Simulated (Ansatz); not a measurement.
Here is the system:

```
CdSe
1.0
    0.00000     3.06658     3.05125
    3.06658     0.00000     3.05125
    3.06658     3.06658     0.00000
Cd Se
1 1
Direct
  0.00000   0.00000   0.00000
  0.25000   0.25000   0.25000
```

No spin polarisation.

Level of theory: r2SCAN (Ansatz, a quantum-chemistry and plane-wave program; PAW; 500 eV plane waves; no spin-orbit coupling). k-mesh 9×9×9 (Γ-centred); smearing 0.05 eV (Fermi–Dirac).

Problem. Predict the gap character, space group, electron mass and stress.

Solution. The gap character is direct at Γ and the space group is I-4m2 (No. 119). The electron mass is 0.094 mₑ (at Γ). The stress (xx, yy, zz, yz, xz, xy; compression positive) comes out as (0.24, 0.24, 0.33, 0.00, 0.00, 0.00) GPa.

The cells carry an imposed strain or load. Effective masses come from finite differences of ±0.01 Å⁻¹. Stability against distortions was not tested. The cell was made from CdSe in the zinc blende structure (space group F-43m, No. 216) by this change: uniaxial strain ε_zz = −0.50 %.
